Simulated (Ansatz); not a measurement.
The reference is MgH₂ in the CdCl2 type structure (space group R-3m, No. 166; a = 3.0012 Å, c = 11.6711 Å (hexagonal axes); a hypothetical phase, not in the database extracts checked). Axes: x lies along a and z along c of the hexagonal cell.

Method: Kohn–Sham DFT with the PBE-D3(BJ) functional, run in Ansatz (a program for electronic structure) with PAW and 420 eV plane waves, scalar-relativistic without spin-orbit coupling.

Base values:

| Quantity | Value |
|---|---|
| Shortest interatomic distance | 1.959 Å |

It is then changed as follows: the cell is stretched by 2.28 % along x with no lateral relaxation; the atoms relax in the strained cell.

Estimate the effect on the shortest interatomic distance, stress and energy relative to the base.

The shortest interatomic distance drops by 0.003 Å, from 1.959 Å to 1.956 Å; the stress (xx, yy, zz, yz, xz, xy; compression positive) is (-2.63, -0.59, -0.23, 0.16, 0.00, 0.00) GPa; the energy goes up by 1.9 meV/atom.

No phonon test of stability was made.
